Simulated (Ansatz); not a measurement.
The starting structures come from a database of crystals and need not be the phases stable at ambient conditions.

Crystal: K2LiGaF6 (Fm-3m, not sure to be the ambient phase, 10 atoms a cell, 13.3 Å³ an atom, -3 GPa at this level); planes in its conventional cell.

All values below come from PBEsol (plane waves, PAW; Ansatz, a program for electronic structure).

No gap correction and no spin-orbit coupling; mid-gap values are interpolated between computed energies.

| plane | area of the cell (Å²) | mid-gap κ (1/Å) | largest κ in the gap (1/Å) |
|---|---|---|---|
| (001) | 32.9 | 0.55 | 0.56 |
| (111) | 28.5 | [?] | [?] |

Problem. The slowest decay depends on the direction. Supply the withheld values.

Solution. 
- (111), mid-gap κ (1/Å): 0.51
- (111), largest κ in the gap (1/Å): 0.51
